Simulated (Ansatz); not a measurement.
Relaxation of the outer planes of the (100) surface of zinc-blende AlP in its 1x1 cell (cut with top plane P, bottom plane P), relaxed from an ideal cut (the real face may reconstruct), outermost plane spacing 1.38 Å in the ideal cut (one of several cuts of this face), with 1 P a cell over the bulk's ratio.

Level of theory: PBE (plane waves to 420 eV, PAW; Ansatz, a first-principles code).

Set-up: 9 atoms, Al4P5, 11.0 Å thick at the start; mesh 7x7x1; 0.025 eV smearing; dipole correction on; all atoms relaxed; held to the start's symmetry, so lower structures may exist; spin-polarised from one start with parallel moments (other orders not tried), ending with about 0.7 μB a cell, a value that depends on the mesh; orders that need a larger cell were not tried, no spin-orbit, no U. The slab shows no gap on its mesh.

| plane | atoms | bulk spacing to the next (Å) | relaxed spacing (Å) | change (%) | rumpling (Å) |
|---|---|---|---|---|---|
| 1 | P | 1.377 | 1.320 | -4.2 | 0.00 |
| 2 | Al | 1.377 | 1.401 | 1.7 | 0.00 |
